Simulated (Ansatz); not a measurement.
For Si₃N₄ (P6₃/m, No. 176), PBE (Ansatz, a quantum-chemistry and plane-wave program, plane waves, PAW) gives:

```
Property                              Value
----------------------------------  -------
lattice constant a                  7.664 Å
c axis length                       2.927 Å
high-frequency dielectric constant     4.28
polycrystal shear modulus           120 GPa
```

Task: What does r²SCAN (Ansatz, plane waves, PAW) give for the same quantities?

Result: 
- lattice constant a: 7.606 Å (falls by 0.8 %)
- lattice parameter c: 2.906 Å (falls by 0.7 %)
- high-frequency dielectric constant: 4.00 (decreases by 6.5 %)
- Voigt–Reuss–Hill shear modulus: 131 GPa (increases by 9.2 %)

Changes are worked out from the printed values.

Unless a cell is named, each level is at its own relaxed cell (PBE 10.63, r²SCAN 10.40 Å³/atom).

Ansatz's density-functional and Hartree–Fock values are scalar-relativistic unless marked +SOC, with PAW data made under PBE.
